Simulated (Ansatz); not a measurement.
Levels about the gap of amorphous Si₂₁Ge₃O₄₈ (72 atoms in a cell of 1091 Å³, 2.40 g/cm³; zone centre alone, so wide bands show as single levels with stretches between that a denser mesh fills), at the geometry that PBE relaxed, where it gives 0.0 GPa on a denser mesh. Exact exchange is cut at the faces of this small cell, which leaves a finite-size error. The participation number counts the atoms over which a state spreads; weights are charges in smoothed Voronoi cells. The levels come from a single point, so bond lengths are those of that geometry. Method of the levels: HSE06, scalar-relativistic without spin-orbit coupling (Ansatz, a first-principles code). Sampling: the zone centre alone; Fermi-Dirac width 0.02 eV; no spin polarisation.

A CHGNet melt-quench gave the starting glass, which DFT then relaxed. O atoms were pushed apart under 1.9 Å during the dynamics, to hinder bonds among them. The hot cell started wider than the set density and was brought back towards it in steps. It is the lowest in DFT energy of 2 quenches. It is a model cell: composition and starting density were chosen by hand, and all elements were melted together. No dispersion term was used. Its density started from a set value of 2.52 and ended at 2.40 g/cm³. The quench (nominally 390 K/ps over its main leg) was far faster than any real one, so the model tends to hold more defects than a real film. Values belong to this one cell and scatter from quench to quench. Volume and shape were free in the relaxation.

```
E - E(highest filled), eV  filling  participation number        largest on  weight O  weight Ge  weight Si
-------------------------  -------  --------------------  ----------------  --------  ---------  ---------
-0.24                       filled                  23.6   O, 2 neighbours      0.96       0.00       0.03
-0.22                       filled                  30.2   O, 2 neighbours      0.96       0.00       0.03
-0.17                       filled                  22.2   O, 2 neighbours      0.96       0.01       0.03
-0.14                       filled                  13.6   O, 2 neighbours      0.96       0.01       0.03
-0.07                       filled                  21.6   O, 2 neighbours      0.97       0.00       0.03
-0.05                       filled                  18.2   O, 2 neighbours      0.97       0.01       0.03
0.00                        filled                  22.5   O, 2 neighbours      0.97       0.00       0.03
6.33                         empty                  26.8  Ge, 4 neighbours      0.64       0.21       0.15
7.33                         empty                  14.3  Ge, 4 neighbours      0.59       0.30       0.11
7.50                         empty                  10.5  Ge, 4 neighbours      0.57       0.33       0.10
8.23                         empty                  37.2  Ge, 4 neighbours      0.64       0.15       0.22
```

Most localised among these is the empty level at +7.50 eV, on a Ge atom, which has 4 neighbours (O 1.74 Å, O 1.77 Å, O 1.78 Å, O 1.79 Å).
